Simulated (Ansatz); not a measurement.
**Si, pressure series**

Take Si in the diamond structure (space group Fd-3m, No. 227) as the base.

```xyz
2
Lattice="0.0000 2.7221 2.7221 2.7221 0.0000 2.7221 2.7221 2.7221 0.0000" Properties=species:S:1:pos:R:3 pbc="T T T"
Si     0.0000     0.0000     0.0000
Si     1.3610     1.3610     1.3610
```

Cell and atoms are relaxed at each pressure.

The values are results of DFT with r2SCAN, PAW potentials and a 500 eV plane-wave cutoff in Ansatz (an electronic-structure program), no spin-orbit coupling, not measurements.

Computed cases, in order: pressure −2 GPa; pressure −1 GPa; 0 GPa (base); pressure 3 GPa; pressure 7 GPa; pressure 15 GPa; pressure 30 GPa; pressure 50 GPa; pressure 75 GPa; pressure 100 GPa.

Between which two neighbouring cases does the band gap open or close?

Between pressure 50 GPa (0.11 eV) and pressure 75 GPa (zero). The whole series: pressure −2 GPa: 0.81 eV; pressure −1 GPa: 0.79 eV; 0 GPa (base): 0.78 eV; pressure 3 GPa: 0.72 eV; pressure 7 GPa: 0.66 eV; pressure 15 GPa: 0.54 eV; pressure 30 GPa: 0.34 eV; pressure 50 GPa: 0.11 eV; pressure 75 GPa: zero; pressure 100 GPa: zero.

A case with no gap was solved on a k-mesh chosen for an insulator, which is coarse for it. Load acts through the strain it causes; cell and atoms are relaxed under it. Stability against distortions was not tested. Measured, Si leaves this structure (for the β-tin structure) near 12 GPa (room temperature; as listed in arXiv:1906.07825). A zero or small gap of Si under pressure 50 GPa and Si under pressure 75 GPa can be the functional's error rather than a property of the material.
